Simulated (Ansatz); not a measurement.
The starting structures come from a database of crystals and need not be the phases stable at ambient conditions.

Data:

```
AlP
1.0
    3.86348     0.00000     0.00000
    0.00000     6.34144     0.00000
    1.93174     0.00000     3.34587
Al P
2 2
Direct
  0.33333   0.99993   0.33333
  0.66667   0.49993   0.66667
  0.33333   0.62507   0.33333
  0.66667   0.12507   0.66667
```

Space group of this cell: P6_3mc, wurtzite. The cell is taken as given.

The numbers are results of PBEsol (plane waves, PAW; Ansatz, a quantum-chemistry and plane-wave program), not measurements.

The current runs along the normal of the first two printed vectors; no spin-orbit coupling. Scaled by the factor s: the length along the current (ions clamped). Meshes 10×6×10 and 8×6 across the current in all rows.

```
s     mean pressure (GPa)  band gap (eV)
----  -------------------  -------------
0.97                  2.7              ?
1.00                 -0.1           1.83
1.03                 -2.5           1.66
```

Question: Take the slope of the band gap against ln s from the two given rows, extrapolate to s = 0.97, and say what the run there gives.

Answer: Slope = (1.66 − 1.83) / ln 1.03 = -5.75 eV. The line gives 1.83 + (-5.75) × ln 0.97 = 2.01 eV. The run gives 1.58 eV, 0.43 eV under the line, 243 % of the predicted step.
